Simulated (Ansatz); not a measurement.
```
Ag
1.0
    0.00000     2.03999     2.03999
    2.03999     0.00000     2.03999
    2.03999     2.03999     0.00000
Ag
1
Direct
  0.00000   0.00000   0.00000
```

These are PBEsol, rigid bands (plane waves, PAW, scalar-relativistic; Ansatz, an electronic-structure program) values and carry that method's errors. Condition of this run: hydrostatic pressure -2 GPa (the target of the relaxation). Cell: cell and atoms relaxed with PBEsol, then loaded as said.

Problem. For narrow interconnects the product ρ₀λ of bulk resistivity and mean free path ranks metals, the lower the better. What is it here?

Solution. 8.4 ×10⁻¹⁶ Ω·m².

Problem. And the Drude plasma energy and the root-mean-square Fermi velocity at 300 K?

Solution. 9.1 eV; 1.4e6 m/s.

A metal at this level (no band gap); rigid bands, thermally averaged at 300 K, both spins. Spin-orbit coupling is left out. τ is one relaxation time for all states; the product of resistivity and mean free path takes one path for all states instead.
